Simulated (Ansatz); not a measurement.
**Converging shifted k-point meshes: Ag (Im-3m, 1 atom in the cell)**

```xyz
1
Lattice="-1.6639 1.6639 1.6639 1.6639 -1.6639 1.6639 1.6639 1.6639 -1.6639" Properties=species:S:1:pos:R:3 pbc="T T T"
Ag     0.0000     0.0000     0.0000
```

Computed with LDA (PW92), default PAW files made with PBE (plane waves; Ansatz, a program for electronic structure).

Base settings: basis.ecutwfc = 30.9 Ry; kpoints.mp_grid.grid = 14 14 14; hamiltonian.xc = lda; hamiltonian.pseudopotentials = {kind: paw} (the program's default PAW files); scf.occupations.method = fermi_dirac; scf.occupations.width = 0.0073 Ry.

In this ladder: kpoints.mp_grid.shift = 0.5 0.5 0.5.

Only quantities that move along the ladder and can be compared are tabulated.

The count of work is k-points × plane waves × bands × iterations; it is no time. 

The starting cell comes from a database of computed structures (which also holds hypothetical and non-ambient phases and stackings), without a prior relaxation at this level. Its lattice was rescaled by up to half a per cent. In the base run, with a pressure of about -12 GPa the cell is away from its equilibrium volume at this level. Ansatz's pressure includes its estimate of the finite-basis (Pulay) stress.

```csv
kpoints.mp_grid.grid,free energy less the last step's (meV/atom),pressure (GPa),count of work / last
2 2 2,-259.32,-19.79,0.00087
3 3 3,236.21,-7.36,0.0017
4 4 4,7.52,-12.21,0.0026
5 5 5,98.50,-11.13,0.0043
6 6 6,-36.62,-12.45,0.0061
7 7 7,41.39,-11.77,0.0087
8 8 8,-27.87,-12.78,0.011
9 9 9,17.65,-12.05,0.015
10 10 10,-13.60,-12.63,0.019
11 11 11,9.74,-12.21,0.024
12 12 12,-9.50,-12.54,0.030
13 13 13,7.22,-12.27,0.037
15 15 15,4.60,-12.30,0.052
16 16 16,-4.29,-12.54,0.061
18 18 18,-2.56,-12.51,0.083
20 20 20,-1.84,-12.49,0.11
22 22 22,-1.35,-12.48,0.14
24 24 24,-0.85,-12.47,0.18
27 27 27,0.39,-12.40,0.24
30 30 30,-0.27,-12.45,0.32
33 33 33,0.12,-12.41,0.42
37 37 37,0.05,-12.42,0.58
41 41 41,0.01,-12.42,0.77
45 45 45,0.00,-12.42,1.0
```

Coarsest kpoints.mp_grid.grid that holds the pressure within 1 GPa of the last step, with all finer ones: 6 6 6, at 0.0061 of the last step's count of work; the step before is off by 1.3 GPa.

Coarsest kpoints.mp_grid.grid that holds the free energy within 0.5 meV/atom of the last step, with all finer ones: 27 27 27, at 0.24 of the last step's count of work; the step before is off by 0.85 meV/atom.

Keys are those of Ansatz 0.2.
